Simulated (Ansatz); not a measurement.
Hf (P6_3/mmc), PBEsol, DFPT electron-phonon coupling, linearised Boltzmann equation (Ansatz, a quantum-chemistry and plane-wave program): phonon-limited resistivity 30.9 μΩ·cm at 300 K along y (a = (3.16, 0.00, 0.00) Å; b = (-1.58, 2.74, 0.00) Å; c = (0.00, 0.00, 5.00) Å), 41.8 μΩ·cm at 400 K, current-weighted mean free path 5.2 nm, Drude plasma energy 4.16 eV.

Estimate the electronic thermal conductivity at 300 K by the Wiedemann-Franz law (L₀ = 2.44×10⁻⁸ W·Ω/K²).

L₀T/ρ = 2.44×10⁻⁸ × 300/(30.9×10⁻⁸) = 23.7 W/(m·K). Inelastic scattering puts the true Lorenz number somewhat under L₀ near and below the Debye temperature.

What is the classical skin depth at 10 GHz (nonmagnetic, μ₀ = 1.257×10⁻⁶ H/m)?

δ = √(ρ/(π f μ₀)) = 2800 nm.

Estimate the resistivity of a 80 nm square wire with diffuse walls from ρ ≈ ρ₀(1 + 3ℓ/4d).

1 + 0.75 × 5.2/80 = 1.05, so ρ ≈ 32.4 μΩ·cm and a line 1 μm long has 50.6 Ω. The formula is the free-electron limit for d well above ℓ; grain boundaries add to it.

A metal at this level (no band gap). Only scattering by harmonic phonons is included (no impurities, grain boundaries, electron-electron scattering or thermal expansion). Spin-orbit coupling is left out, which matters with elements this heavy. Halving the electron mesh (24x24x12) moves the resistivity by up to 4 % at 300 K, the mean free path by up to 5 %. Smearing 0.20 eV; phonons on a 5x5x3 q mesh, which this run doesn't test.
